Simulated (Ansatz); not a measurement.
The parent structure is K2Se in the anti-fluorite structure (space group Fm-3m, No. 225; a = 7.610 Å). Axes: x, y, z lie along the cube axes.

Perturbation: a pure shear with ε_xy = ε_yx = 0.0200; the atoms relax in the strained cell.

Computed with PBEsol (Ansatz, a quantum-chemistry and plane-wave program, PAW, spin-orbit coupling left out).

**Question.** Give the band edges at the high-symmetry points of the new zone, measured from its valence-band maximum.

**Answer.** 
| point | valence edge (eV) | conduction edge (eV) |
|---|---|---|
| Γ | -0.16 | 2.07 |
| X | 0.00 | 3.25 |
| F₂ | -0.08 | 3.53 |
| Σ₀ | -0.08 | 3.53 |
| Y₀ | -0.01 | 3.47 |
| U₀ | -0.01 | 3.47 |
| R | -0.09 | 4.52 |
| W | -0.06 | 3.49 |
| S | -0.05 | 4.49 |
| T | -0.04 | 3.25 |

The gap is 2.07 eV, indirect, X → Γ.

Stability against distortions was not tested. k-point labels follow each cell's own Brillouin zone.
